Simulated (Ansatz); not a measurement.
Relaxation of the atoms of Zn (P6_3/mmc, 2 atoms in the cell) at several settings

```yaml
crystal:
  lattice:
    - [2.62613, 0.00000, 0.00000]
    - [-1.31306, 2.27429, 0.00000]
    - [0.00000, 0.00000, 4.89509]
  atoms:
    - { symbol: Zn, position: [0.33333, 0.66667, 0.25000] }
    - { symbol: Zn, position: [0.66667, 0.33333, 0.75000] }
```

Base: PBEsol, PAW files made with PBE in Ansatz (a first-principles code). Its settings: basis.ecutwfc = 420 eV; kpoints.mp_grid.grid = 12 12 6; hamiltonian.xc = pbesol; hamiltonian.pseudopotentials = {kind: paw} (the program's default PAW files); scf.occupations.method = fermi_dirac; scf.occupations.width = 0.1 eV. Starting volume 14.62 Å³ per atom.

Each line gives the change from the base single point and the result:

- atoms moved at random; relax: default → atoms; relax.f_tol: default → 0.03 eV/Å: pressure -2.32 GPa; largest force (vector length) 0.036 eV/Å; relaxation steps 2; free energy against the base single point 0.3 meV/atom.
- atoms moved at random; relax: default → atoms; relax.f_tol: default → 0.005 eV/Å: pressure -2.33 GPa; relaxation steps 3; free energy against the base single point 0.0 meV/atom.

The starting cell comes from a database of computed structures (which also holds hypothetical and non-ambient phases and stackings), without a prior relaxation at this level. Its lattice was rescaled by a random factor within 2.5 % of one. Ansatz's pressure includes its estimate of the finite-basis (Pulay) stress.

Left out of this page: 1 run of the series outside the window shown, repeating another row's setting, or not comparable.

Keys are those of Ansatz 0.2.
